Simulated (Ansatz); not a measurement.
# Hf: strain along the normal

Hf (hcp, P6_3/mmc, 22.363 Å³/atom at rest, c along z) under an equal strain ε in the (0001) plane with the normal axis free, as in a coherent film. r2SCAN in Ansatz, a plane-wave DFT program (PAW, default set), 500 eV, 21×21×12 Γ-centred mesh, Fermi-Dirac smearing 0.10 eV; ions are relaxed within the symmetry of each cell.

Here s stands for strain and y for normal strain.

```csv
strain (%),normal strain (%)
-3.00,?
-1.50,0.98
-1.00,0.65
-0.50,0.32
0.00,0.00
0.50,-0.32
1.00,-0.63
1.50,-0.94
```

Fit y of the 7 rows that show it with a straight line. Means: s 0, y 0.009. About the means, the sum of products is -4.4800 and the sum of squares of s is 7.0000; the slope is their ratio. Least squares gives y = 0.009 - 0.6400·s. Residuals (row less fit): 0.011, 0.001, -0.009, -0.009, -0.009, 0.001, 0.011; standard error 0.010 (degrees of freedom: 5). The slope, -0.64 ± 0.00, is the elastic response of the normal axis, −2C13/C33.

**Question.** What does the fit predict for y at s = -3.00, and how far is the calculated value from it?

**Answer.** y = 0.009 - 0.6400 × (-3.0) = 1.929%. The calculation gives 2.01%, 0.081% above the prediction (2.7 % of the range of y in the table). The row lies outside the fitted rows, so this is an extrapolation. From the scatter of the fitted rows alone, a prediction at this place has a standard error of 0.015%, so the miss is 5.4 times that.

One order more, fitted to all 13 runs of the series, follows each within 0.01, so the miss is the next term of a smooth law. In a metal these values are sensitive to mesh and smearing; energies are taken to zero smearing, stresses follow the free energy. Rows are the converged runs of the series near zero and its far end; series whose fitted rows scatter by over a few per cent of the range, as at a crossing or softening among them, aren't shown in this form. Most that stay on the fit to the last digits aren't either.
